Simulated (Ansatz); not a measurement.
The parent structure is BeS in the zinc blende structure (space group F-43m, No. 216; a = 4.838 Å).

Level of theory: DFT with PBEsol, PAW potentials and a 420 eV plane-wave cutoff in Ansatz (a quantum-chemistry and plane-wave program), no spin-orbit coupling.

Before the change:

Lattice parameter a: 483.8 pm
Hole mass: 0.33, 0.55, 0.55 mₑ (at Γ)

One thing is altered: cell and atoms relaxed at a pressure of 2.1 GPa.

Q: What happens to the lattice parameter a?

A: The lattice parameter a falls by 3.4 pm (483.8 pm → 480.4 pm).

Q: What does the calculation give for the hole mass after the change?

A: The hole mass (degenerate bands, along [100]) changes from 0.33, 0.55, 0.55 mₑ (at Γ) to 0.33, 0.53, 0.53 mₑ (at Γ).

The levels and masses belong to the bands next to the band gap. Load acts through the strain it causes; cell and atoms are relaxed under it. Effective masses come from finite differences of ±0.01 Å⁻¹. Whether these cells are dynamically stable was not tested.
